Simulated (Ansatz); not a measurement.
The reference is Hf$_{3}$N$_{4}$ (space group I-43d, No. 220).

```cif
data_Hf6N8
_chemical_formula_sum 'Hf6 N8'
_space_group_name_H-M_alt 'P 1'
_space_group_IT_number 1
_cell_length_a 5.76006
_cell_length_b 5.76006
_cell_length_c 5.76006
_cell_angle_alpha 109.471
_cell_angle_beta 109.471
_cell_angle_gamma 109.471
loop_
_space_group_symop_operation_xyz
  'x, y, z'
loop_
_atom_site_label
_atom_site_type_symbol
_atom_site_fract_x
_atom_site_fract_y
_atom_site_fract_z
_atom_site_occupancy
Hf1 Hf 0.87500 0.25000 0.12500 1
Hf2 Hf 0.75000 0.37500 0.62500 1
Hf3 Hf 0.62500 0.75000 0.37500 1
Hf4 Hf 0.25000 0.12500 0.87500 1
Hf5 Hf 0.12500 0.87500 0.25000 1
Hf6 Hf 0.37500 0.62500 0.75000 1
N1 N 0.50000 0.00000 0.63945 1
N2 N 0.00000 0.13945 0.50000 1
N3 N 0.86055 0.86055 0.86055 1
N4 N 0.13945 0.50000 0.00000 1
N5 N 0.00000 0.63945 0.50000 1
N6 N 0.50000 0.00000 0.13945 1
N7 N 0.63945 0.50000 0.00000 1
N8 N 0.36055 0.36055 0.36055 1
```

Computed with DFT with PBEsol, PAW potentials and a 420 eV plane-wave cutoff in Ansatz (an electronic-structure program), no spin-orbit coupling.

Before the change:

```
Item                            Value
---------------  --------------------
Electron mass    0.29, 0.42 mₑ (at Γ)
Volume per atom              10.51 Å³
Band gap                      1.02 eV
```

Perturbation: hydrostatic tension (pressure −1 GPa).

**Question.** What happens to the electron mass, volume per atom and band gap?

**Answer.** The electron mass (degenerate bands, along [100]) becomes 0.29, 0.43 mₑ (at Γ) (base: 0.29, 0.42 mₑ (at Γ)); the volume per atom grows by 0.04 Å³, from 10.51 Å³ to 10.55 Å³; the band gap hardly moves (1.02 eV against 1.01 eV).

With Hf present, leaving out spin-orbit coupling can change the band edges. Load acts through the strain it causes; cell and atoms are relaxed under it. Masses are band curvatures over ±0.01 Å⁻¹ around the edge. Stability against distortions was not tested.
